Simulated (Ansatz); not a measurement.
Consider BaTe in the rock salt structure (space group Fm-3m, No. 225; a = 6.941 Å). Axes: x, y, z lie along the cube axes.

The values are results of PBEsol (Ansatz, a program for electronic structure, PAW, no spin-orbit coupling), not measurements.

Base values:

The valley order comes out as X along ⟨100⟩ 1.46 eV; a point along ⟨111⟩, about 0.2 Å⁻¹ from Γ 2.93 eV.

Now apply this change: the cell is stretched by 3.00 % along z with no lateral relaxation; the atoms relax in the strained cell.

Task: How does this affect the valley order, energy relative to the base and stress?

Result: The valley order (the lowest conduction-band minima on the path, energy above the VBM, named in the base's zone) changes from X along ⟨100⟩ 1.46 eV; a point along ⟨111⟩, about 0.2 Å⁻¹ from Γ 2.93 eV to X along [100] 1.50 eV; X along [001] 1.50 eV; Γ 2.74 eV; the energy rises by 8.0 meV/atom; the stress (xx, yy, zz, yz, xz, xy; compression positive) is (-0.26, -0.26, -1.92, 0.00, 0.00, 0.00) GPa.

With Te present, leaving out spin-orbit coupling can change the band edges. The levels and masses belong to the bands next to the band gap. Stability against distortions was not tested.
